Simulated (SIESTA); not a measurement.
Band structure of MgSe (F-43m, 2 atoms in the cell).

```xyz
2
Lattice="0.0000 2.9689 2.9689 2.9689 0.0000 2.9689 2.9689 2.9689 0.0000" Properties=species:S:1:pos:R:3 pbc="T T T"
Mg     0.0000     0.0000     0.0000
Se     1.4845     1.4845     1.4845
```

Level of theory: GGA PBEsol, numerical atomic orbitals DZP, PseudoDojo PBEsol standard norm-conserving potentials (rewritten from UPF to PSML) in SIESTA.

Settings: XC.functional = GGA; XC.authors = PBEsol; potentials = PseudoDojo PBEsol standard; PAO.BasisSize = DZP; PAO.EnergyShift = 0.005 Ry; MeshCutoff = 350 Ry; kgrid.MonkhorstPack = 7 7 7; OccupationFunction = FD; ElectronicTemperature = 20 meV; MaxSCFIterations = 150; SCF.Mixer.Method = Broyden; SCF.Mixer.Weight = 0.1; SCF.Mixer.History = 8; SCF.DM.Tolerance = 1.0E-05.

The starting cell comes from a database of computed structures (which also holds hypothetical and non-ambient phases and stackings), without a prior relaxation at this level. Values carry the incompleteness of an atom-centred basis.

**Question.** Predict the gap along the standard path and the places of the band edges.

**Answer.** The gap along the path is 2.59 eV, direct at Γ to within 0.01 eV.

Levels in eV from the top of the valence band on the path, bands 10 to 14:
```json
[
 {"point": "Γ", "10": "-11.73", "11": "0.00", "12": "0.00", "13": "0.00", "14": "2.59"},
 {"point": "X", "10": "-10.90", "11": "-3.15", "12": "-1.21", "13": "-1.21", "14": "3.66"},
 {"point": "W", "10": "-10.92", "11": "-2.66", "12": "-1.99", "13": "-1.51", "14": "5.47"},
 {"point": "K", "10": "-10.93", "11": "-2.83", "12": "-2.06", "13": "-0.95", "14": "4.58"},
 {"point": "L", "10": "-11.12", "11": "-3.42", "12": "-0.40", "13": "-0.40", "14": "4.49"},
 {"point": "U", "10": "-10.93", "11": "-2.83", "12": "-2.06", "13": "-0.95", "14": "4.58"}
]
```

Higher empty bands are left out: an atom-centred basis made for the valence describes them poorly.
